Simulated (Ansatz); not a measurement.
Fermi-surface figures of metals: compounds that share space group Fm-3m and stoichiometry, Ansatz (a quantum-chemistry and plane-wave program) with PBEsol, rigid bands; geometry: cell and atoms relaxed with PBEsol.

| Compound | volume per atom (Å³) | density of states at the Fermi level per atom | Drude plasma energy | root-mean-square Fermi velocity |
|---|---|---|---|---|
| Pt | 15.0 | 2.0 states/eV | 8.9 eV | 4.8 ×10⁵ m/s |
| Rh | 13.5 | 1.24 states/eV | 10.2 eV | 6.6 ×10⁵ m/s |
| Ag | 16.7 | 0.26 states/eV | 9.2 eV | 14.3 ×10⁵ m/s |
| Ir | 14.0 | ___ | ___ | 8.4 ×10⁵ m/s |
| Al | 16.2 | ___ | 12.4 eV | 15.4 ×10⁵ m/s |
| Cu | 11.3 | 0.30 states/eV | 9.1 eV | 10.9 ×10⁵ m/s |
| Au | 17.0 | 0.28 states/eV | ___ | 13.5 ×10⁵ m/s |

### Question
Complete the blanks.

### Answer

- Ir, density of states at the Fermi level per atom: 0.88 states/eV
- Ir, Drude plasma energy: 10.8 eV
- Al, density of states at the Fermi level per atom: 0.41 states/eV
- Au, Drude plasma energy: 8.9 eV

Metals at this level; values at 300 K, both spins, means over directions. As a rough test of the mesh, the Fermi surface's area from every second k point differs by up to 8 %. Spin-orbit coupling is left out.

The missing spin-orbit coupling matters most for Au (Fm-3m), Ir (Fm-3m), Pt (Fm-3m).
